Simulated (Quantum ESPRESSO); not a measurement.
Input and output of a self-consistent single point for Mg₁₄NiSn (Amm2, 16 atoms in the cell) (Quantum ESPRESSO).

Level of theory: PBEsol, SSSP 1.1.2 efficiency (PBE) pseudopotentials (plane waves; Quantum ESPRESSO).

```xyz
16
Lattice="10.1525 0.0000 0.0000 0.0000 3.1391 5.3905 0.0000 -3.1391 5.3905" Properties=species:S:1:pos:R:3 pbc="T T T"
Mg     0.0000     0.0000     1.7904
Mg     0.0000     0.0000     7.1655
Mg     5.0762    -1.5762     4.4596
Mg     5.0762     1.5762     4.4596
Mg     0.0000    -1.5549     4.5012
Mg     0.0000     1.5549     4.5012
Mg     2.6802    -1.6187     6.3197
Mg     7.4723     1.6187     6.3197
Mg     7.4723    -1.6187     6.3197
Mg     2.6802     1.6187     6.3197
Mg     2.6593     0.0000     3.5382
Mg     7.4932     0.0000     3.5382
Mg     2.5026     0.0000     8.9857
Mg     7.6499     0.0000     8.9857
Ni     5.0762     0.0000     1.8198
Sn     5.0762     0.0000     7.2237
```

Reference input (self-consistent single point, DFT, PBEsol, plane waves, SSSP 1.1.2 efficiency (PBE) pseudopotentials): ecutwfc = 50 Ry; ecutrho = 400 Ry; occupations = smearing; smearing = marzari-vanderbilt; degauss = 0.0073499 Ry; input_dft = pbesol; potentials = {Mg: Mg.pbe-n-kjpaw_psl.0.3.0.UPF, Ni: ni_pbe_v1.4.uspp.F.UPF, Sn: Sn_pbe_v1.uspp.F.UPF}; K_POINTS = automatic 2 5 5 1 1 1; conv_thr = 1e-09 Ry; mixing_beta = 0.7. This run's input differs from it in these lines:

```diff
@@ -20,3 +20,3 @@
 &ELECTRONS
-  conv_thr = 1.0d-9
+  conv_thr = 1.0d-4
   mixing_beta = 0.7
```

Log, with long lists cut:

```
     Self-consistent Calculation

     iteration #  1     ecut=    50.00 Ry     beta= 0.70

     total energy              =    -939.12005543 Ry
     estimated scf accuracy    <      33.54378324 Ry

     iteration #  2     ecut=    50.00 Ry     beta= 0.70

     total energy              =    -957.62115036 Ry
     estimated scf accuracy    <     120.40535107 Ry

     iteration #  3     ecut=    50.00 Ry     beta= 0.70

     total energy              =    -965.81298577 Ry
     estimated scf accuracy    <      22.12262450 Ry

   [... 10 blocks of this kind left out ...]

     iteration # 14     ecut=    50.00 Ry     beta= 0.70

     total energy              =    -964.28959702 Ry
     estimated scf accuracy    <       0.00080351 Ry

     iteration # 15     ecut=    50.00 Ry     beta= 0.70
     End of self-consistent calculation

     the Fermi energy is     4.8846 ev

!    total energy              =    -964.28987150 Ry
     estimated scf accuracy    <       0.00004467 Ry
     smearing contrib. (-TS)   =      -0.00048964 Ry
     internal energy E=F+TS    =    -964.28938186 Ry

     convergence has been achieved in  15 iterations

     Forces acting on atoms (cartesian axes, Ry/au):

     atom    1 type  1   force =     0.00000000    0.00000000   -0.00089885
     atom    2 type  1   force =     0.00000000    0.00000000   -0.00155555
     atom    3 type  1   force =     0.00000000   -0.00005558   -0.00082599
     atom    4 type  1   force =     0.00000000    0.00005558   -0.00082599
     atom    5 type  1   force =     0.00000000    0.00061569    0.00105990
   [... lines left out ...]
     Total force =     0.010433     Total SCF correction =     0.003097
   [... lines left out ...]
     SCF correction compared to forces is large: reduce conv_thr to get better values

          total   stress  (Ry/bohr**3)                   (kbar)     P=      -22.36
  -0.00022769   0.00000000   0.00000000          -33.49        0.00        0.00
   0.00000000  -0.00015504  -0.00000000            0.00      -22.81       -0.00
   0.00000000   0.00000000  -0.00007326            0.00        0.00      -10.78

   JOB DONE.
```

The run converged in 15 iterations. Against the reference run the free energy stays essentially unchanged (within 1 meV/atom), the pressure goes from -0.82 to -2.24 GPa and the largest force moves little (0.108 to 0.110 eV/Å). The full log also holds: “SCF correction compared to forces is large: reduce conv_thr to get better values”.

The starting cell comes from a database of computed structures (which also holds hypothetical and non-ambient phases and stackings), without a prior relaxation at this level. Spin polarisation is off.

Cost on one core of a shared machine: roughly 3 min.
